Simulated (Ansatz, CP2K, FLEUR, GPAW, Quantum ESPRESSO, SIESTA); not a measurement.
**Code comparison for SrC2 (R-3m, 3 atoms in the cell)**

Self-consistent single point, at a second geometry (lattice scaled by 0.98). First geometry:

```yaml
crystal:
  lattice:
    - [2.51733, 1.45338, 2.30666]
    - [-2.51733, 1.45338, 2.30666]
    - [0.00000, -2.90676, 2.30666]
  atoms:
    - { symbol: Sr, position: [0.00000, 0.00000, 0.00000] }
    - { symbol: C, position: [0.59155, 0.59155, 0.59155] }
    - { symbol: C, position: [0.40845, 0.40845, 0.40845] }
```

Shared settings, as Ansatz (an electronic-structure program) writes them: kpoints.mp_grid.grid = 9 9 9; scf.occupations.method = fixed. Potentials and cutoffs stand in the table.

```tsv
code	model	ΔF from the first geometry (meV/atom)	pressure (GPa)	largest force (eV/Å)	gap on the mesh (eV)	cutoff
Ansatz	LDA (PW92), PAW files made with PBE	-20.0	-0.57	1.183	1.524	420 eV
FLEUR	LDA (Perdew-Zunger), all-electron FLAPW (FLEUR), scalar-relativistic valence	-17.1	–	1.425	1.512	Kmax 4.8 1/bohr
Quantum ESPRESSO	LDA (PZ), GBRV 1.5 ultrasoft (LDA) pseudopotentials	-18.2	-0.26	1.394	1.524	40 Ry
SIESTA	LDA PW92, numerical atomic orbitals TZP, PseudoDojo LDA standard norm-conserving potentials (rewritten from UPF to PSML)	15.6	6.03	3.504	2.629	grid 400 Ry
CP2K	LDA (Pade form), GPW, DZVP-MOLOPT-SR-GTH basis, GTH-PADE potentials (GTH_POTENTIALS)	-22.8	-0.75	1.380	1.073	grid 500 Ry
GPAW	LDA (Perdew-Wang 92), GPAW PAW datasets LDA (gpaw-data 1.0.1)	-17.4	–	1.249	1.548	950 eV
```

A dash marks a value that a program does not give, or that is left out as unsure.

Gaps are read on the mesh.

The spread over the programs that give each value: ΔF from the first geometry within 38.4 meV/atom; pressure within 6.78 GPa; largest force within 2.321 eV/Å; gap on the mesh within 1.556 eV.

SIESTA and CP2K use small atom-centred bases, whose incompleteness enters pressures, forces and empty levels differently from a plane-wave cutoff. FLEUR treats all electrons, but the usual bases taken here (sphere radii, linearisation, local orbitals, empty states) were not tested for convergence, so the values are no reference for the others. Ansatz's pressure is given at a fixed set of plane waves, as the other plane-wave codes print theirs; with its correction for the finite basis it is -0.40 GPa. The pressure of GPAW is left out: its cutoff lies under the one at which its stress was checked. The same LDA comes in different parametrisations, which differ slightly. In the pressure, SIESTA (by 6.44) lies more than 1 GPa from the median of the plane-wave programs. In the gap, SIESTA (by 1.105) and CP2K (by 0.451) lie more than 0.12 eV from the median of the plane-wave programs. In the force vectors, FLEUR (by 0.176), Quantum ESPRESSO (by 0.145), SIESTA (by 2.254) and CP2K (by 0.131) lie more than 0.08 eV/Å from the median of the plane-wave programs.

The starting cell comes from a database of computed structures (which also holds hypothetical and non-ambient phases and stackings), without a prior relaxation at this level. For this run, on top of that: lattice scaled by 0.98.

Keys are those of Ansatz 0.2.
